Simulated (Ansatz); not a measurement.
Input:

```
CELL_PARAMETERS angstrom
      3.69037     0.00000     0.00000
      1.84518     3.19595     0.00000
      0.00000     0.00000     5.77566
ATOMIC_POSITIONS crystal
  Sn 0.00000 0.00000 0.00000
  S  0.33333 0.33333 0.25467
  S  0.66667 0.66667 0.74533
```

No spin polarisation.

Computed with DFT with PBE-D3(BJ), PAW potentials and a 420 eV plane-wave cutoff in Ansatz (an electronic-structure program), without spin-orbit coupling, earlier PAW set. Settings: 10×10×6 k-points, 0.05 eV Fermi–Dirac smearing.

### Question
Predict the band gap and in-plane stress.

### Answer
- Band gap: 1.20 eV
- Mean in-plane stress (compression positive): -0.8 GPa

The cells carry an imposed strain or load. Whether these cells are dynamically stable was not tested. The cell was made from SnS2 in the CdI2 type structure (space group P-3m1, No. 164; layered, stacked along the Cartesian z axis) by this change: biaxial strain +0.57 %, plane normal [001], relaxed out of plane.
